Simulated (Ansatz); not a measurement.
**Pressure series in TiB2**

Base system: TiB2 (space group P6/mmm, No. 191; a = 3.032 Å, c = 3.224 Å).

Cell and atoms are relaxed at each pressure.

Levels (all Ansatz, a quantum-chemistry and plane-wave program, PAW, earlier PAW set): PBE (420 eV, no SOC); r2SCAN (500 eV, scalar-relativistic without spin-orbit coupling).

The base cell above is that of PBE; each level relaxes its own structures.

| case | volume per atom, PBE | volume per atom, r2SCAN |
|---|---|---|
| pressure −2 GPa | 8.63 Å³ | 8.58 Å³ |
| pressure −1 GPa | 8.59 Å³ | ___ |
| pressure 1.8 GPa | 8.50 Å³ | 8.46 Å³ |
| pressure 4.2 GPa | 8.42 Å³ | 8.38 Å³ |
| pressure 9 GPa | 8.27 Å³ | ___ |
| pressure 18 GPa | 8.03 Å³ | 8.00 Å³ |
| pressure 30 GPa | 7.75 Å³ | 7.73 Å³ |
| pressure 45 GPa | 7.46 Å³ | ___ |
| pressure 60 GPa | 7.21 Å³ | ___ |

### Question
Complete the table.

### Answer

- pressure −1 GPa, volume per atom, r2SCAN: 8.55 Å³
- pressure 9 GPa, volume per atom, r2SCAN: 8.24 Å³
- pressure 45 GPa, volume per atom, r2SCAN: 7.44 Å³
- pressure 60 GPa, volume per atom, r2SCAN: 7.20 Å³

The two levels differ by at most about 0.04 Å³. They put the cases in the same order.

Load acts through the strain it causes; cell and atoms are relaxed under it. Whether these cells are dynamically stable was not tested. No other phases were tried under pressure. All final runs are without spin polarisation.
